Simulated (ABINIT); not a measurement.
Troubleshooting ABINIT: a failed run on SiO₂ (P3_221, 9 atoms in the cell). The aim is a self-consistent single point with DFT, LDA (PW92), plane waves, PAW (JTH v2.0 LDA PAW).

Cell that was meant: a = 5.0213 Å, b = 5.0213 Å, c = 5.5473 Å, α = 90.00°, β = 90.00°, γ = 120.00°.

Part of the input:

```
nshiftk 1
shiftk 0 0 0
nstep 100
prtwf 0
prtden 0
enunit 2
```

Log, with long lists cut:

```
                       5.8690000000E-01  8.5546000000E-01  8.8115333333E-01
                       7.3144000000E-01  1.4454000000E-01  4.5218000000E-01
                       4.1310000000E-01  2.6856000000E-01  7.8551333333E-01
                       8.5546000000E-01  5.8690000000E-01  1.1884666667E-01
            znucl       14.00000    8.00000

--- !ERROR
src_file: m_chkinp.F90
src_line: 4101
mpi_rank: 0
message: |
    For the SCF case, one and only one of the input tolerance criteria
    toldff, tolrff, toldfe or tolvrs must differ from zero, while they are
    toldff=  0.000000E+00, tolrff=  0.000000E+00, toldfe=  0.000000E+00
    and tolvrs=  0.000000E+00 for idtset: 1
    Action: change your input file and resubmit the job.
...

--- !ERROR
src_file: m_chkinp.F90
src_line: 4218
mpi_rank: 0
message: |
    Checking consistency of input data against itself gave 1 inconsistency.
    The details of the problem can be found above (or in output or log file).
    In parallel, the details might not even be printed there. Then, try running in sequential to see the details.
...

 abinit_abort: decision taken to exit. Check above messages for more info
Abort(13) on node 0 (rank 0 in comm 0): application called MPI_Abort(MPI_COMM_WORLD, 13) - process 0

--- !ERROR
src_file: m_chkinp.F90
src_line: 4101
mpi_rank: 0
message: |
    For the SCF case, one and only one of the input tolerance criteria
    toldff, tolrff, toldfe or tolvrs must differ from zero, while they are
    toldff=  0.000000E+00, tolrff=  0.000000E+00, toldfe=  0.000000E+00
    and tolvrs=  0.000000E+00 for idtset: 1
    Action: change your input file and resubmit the job.
...

--- !ERROR
src_file: m_chkinp.F90
src_line: 4218
mpi_rank: 0
message: |
    Checking consistency of input data against itself gave 1 inconsistency.
    The details of the problem can be found above (or in output or log file).
    In parallel, the details might not even be printed there. Then, try running in sequential to see the details.
...
```

Problem. From the messages shown, name the fault and mend the input.

Solution. The fault is no stopping criterion. The self-consistent loop needs one tolerance to decide when to stop. To fix it, give one tolerance. The program stopped before any SCF iteration.

The sound input it was made from differs as follows (other fixes are possible):
```diff
+tolvrs 1.0e-11
```

With that input, the run converged in 17 iterations: free energy E − TS -2977.29 eV; top of the valence band (on the code's own zero) 0.29 eV; gap on the k-point mesh 5.23 eV; pressure -13.74 GPa; largest force (vector length) 0.761 eV/Å (DFT, LDA (PW92), plane waves, PAW (JTH v2.0 LDA PAW)).

On the sound input: the starting cell comes from a database of computed structures (which also holds hypothetical and non-ambient phases and stackings), without a prior relaxation at this level. Its lattice was rescaled by a random factor within 2.5 % of one. With a pressure of about -14 GPa the cell is away from its equilibrium volume at this level.

These are the values that this program gave, and no reference: the one-centre exchange-correlation terms come from a truncated expansion.
